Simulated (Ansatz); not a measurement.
# NH3 on the 1x1 (10-10) surface of wurtzite ZnO (cut with top plane O + Zn), one in a 2x1 cell, started at the site 'bridge Zn-Zn (span 3.3 Å) #2'

Host crystal: wurtzite ZnO, with a band gap (PBE, scalar-relativistic without spin-orbit coupling).

All values below come from r2SCAN, at the PBE geometry (plane waves to 500 eV, PAW; Ansatz, a first-principles code).

Model: 36-atom slab, 9.4 Å thick at the start under the adsorbate (thin: gaps and levels are the slab's own), 3x4x1 mesh, Fermi-Dirac 0.01 eV, dipole correction, single point; no symmetry held, on the structure that PBE left; no spin, no spin-orbit, no U, no dispersion correction. At the end it is bonded to Zn. In PBE it is, or lies within 0.03 eV of, the lowest of the starts that converged; the order may differ at this level.

- adsorption energy against NH3(g) at the same level: -1.17 eV
- change of the step from the bottom to the top vacuum level, against the clean slab: -2.12 eV
- height of the binding atom over the mean of the host atoms within 0.3 Å of the top one: 1.695 Å
- nearest host atoms of the binding atom: Zn at 2.09 Å, O at 2.73 Å, O at 3.14 Å
- note: in the relaxation the adsorbate left its starting site by 0.8 Å
- cost: about 5 core-minutes (a rough figure)

A negative adsorption energy means that the adsorbate is more stable on the surface than in its reference.
